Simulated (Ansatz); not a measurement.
Worked example: self-consistent single point of a (001) slab of CsZn4P3 (cut from a parent of space group no. 123; 8 atoms in the cell) in Ansatz (an electronic-structure program).

Method: PBEsol, default PAW files made with PBE (plane waves; Ansatz).

```yaml
crystal:
  lattice:
    - [4.07464, 0.00000, 0.00000]
    - [0.00000, 4.07464, 0.00000]
    - [0.00000, 0.00000, 22.89551]
  atoms:
    - { symbol: Cs, position: [0.00000, 0.00000, 0.46530] }
    - { symbol: Zn, position: [0.50000, 0.00000, 0.62486] }
    - { symbol: Zn, position: [0.50000, 0.00000, 0.30574] }
    - { symbol: Zn, position: [0.00000, 0.50000, 0.62486] }
    - { symbol: Zn, position: [0.00000, 0.50000, 0.30574] }
    - { symbol: P, position: [0.50000, 0.50000, 0.56911] }
    - { symbol: P, position: [0.50000, 0.50000, 0.36149] }
    - { symbol: P, position: [0.00000, 0.00000, 0.69426] }
```

Reference input (self-consistent single point, DFT, PBEsol, plane waves, default PAW files made with PBE): basis.ecutwfc = 420 eV; kpoints.mp_grid.grid = 6 6 1; hamiltonian.xc = pbesol; hamiltonian.pseudopotentials = {kind: paw} (the program's default PAW files); scf.occupations.method = fermi_dirac; scf.occupations.width = 0.136 eV. This run's input differs from it in these lines:

Ansatz 0.2 input:
```diff
@@ -15,3 +15,3 @@
 basis:
-  ecutwfc: 420.0
+  ecutwfc: 250.0
 kpoints:
```

Output (repeated stretches shortened):

```
SCF iter   1: F=—  HF=-20924.344195 eV  |F-HF|=—  |Δ(HF+E_count)|=         —  Δρ=1.11e-2  dr2=2.48e0  ethr=1.77e-3  ⟨swp⟩=15.1  Hψ=2995  notcnv=0  defer=1
all-band conjugate gradients solve this SCF's bands
preconditioner: auto → LDOS
SCF iter   2: F=—  HF=-20924.953466 eV  |F-HF|=—  |Δ(HF+E_count)|=   6.09e-1  Δρ=3.51e-2  dr2=2.74e0  ethr=1.77e-3  ⟨swp⟩=3.8  Hψ=1255  notcnv=0
   [... lines left out ...]
SCF iter   7: F=—  HF=-20923.604453 eV  |F-HF|=—  |Δ(HF+E_count)|=   7.22e-5  Δρ=4.26e-5  dr2=2.44e-5  ethr=3.38e-7  ⟨swp⟩=2.0  Hψ=524  notcnv=0
SCF iter   8: F=—  HF=-20923.604348 eV  |F-HF|=—  |Δ(HF+E_count)|=   1.05e-4  Δρ=1.73e-5  dr2=4.61e-6  ethr=3.39e-8  ⟨swp⟩=2.0  Hψ=767  notcnv=0
SCF iter   9: F=—  HF=-20923.604348 eV  |F-HF|=—  |Δ(HF+E_count)|=   2.14e-7  Δρ=7.05e-6  dr2=4.05e-7  ethr=6.40e-9  ⟨swp⟩=2.8  Hψ=665  notcnv=0
SCF iter  10: F=-20923.604348 eV  HF=-20923.604348 eV  |F-HF|=2.67e-8  |Δ(HF+E_count)|=   2.89e-7  Δρ=1.71e-6  dr2=4.63e-8  ethr=1.39e-10  ⟨swp⟩=9.5  Hψ=2331  notcnv=0
SCF 1 converged in 10 iterations: F = -20923.604348 eV  dr2 = 4.63e-8
Free energy (F): -20923.604348 eV
Internal energy: -20923.298525 eV  (E = F + TS)
E sigma→0 (E₀):  -20923.451437 eV
Entropy (-TS):   -0.305823 eV (-38.228 meV/atom)
Fermi energy:    0.582381 eV
--- Forces (eV/Å), atoms counted from 1 ---
  atom   1  Cs     0.00000000     0.00000000     0.23150453
  atom   2  Zn     0.00000000     0.00000000     0.74386114
  atom   3  Zn    -0.00000000     0.00000000     0.17869982
  atom   4  Zn    -0.00000000     0.00000000     0.74386114
  atom   5  Zn     0.00000000     0.00000000     0.17869982
  atom   6  P      0.00000000     0.00000000    -0.63241209
  atom   7  P      0.00000000     0.00000000    -0.25966766
  atom   8  P      0.00000000     0.00000000    -1.18453892
--- Stress (GPa, compression-positive) ---
       -1.940806       0.000000      -0.000000
        0.000000      -1.940806       0.000000
       -0.000000       0.000000      -1.260948
  P = ⅓ Tr σ = -1.7142 GPa (-17.142 kbar)
  The stress holds the Pulay correction. Without it, at fixed plane waves, as pw.x and ABINIT print it: P = -15.4545 GPa
```

The run converged in 10 iterations. Against the reference run the free energy rises by 633 meV/atom and the largest force goes from 1.282 to 1.185 eV/Å.

The starting cell comes from a database of computed structures (which also holds hypothetical and non-ambient phases and stackings), without a prior relaxation at this level. The slab is cut from that crystal, and its faces are unrelaxed. Its lattice was rescaled by up to half a per cent. Spin polarisation is off, though cut faces can carry moments; the slab shows no gap. The two faces of this cut differ, and no dipole correction was used. Forces in this geometry exceed 1 eV/Å. The cutoff lies below the one recommended for these files.
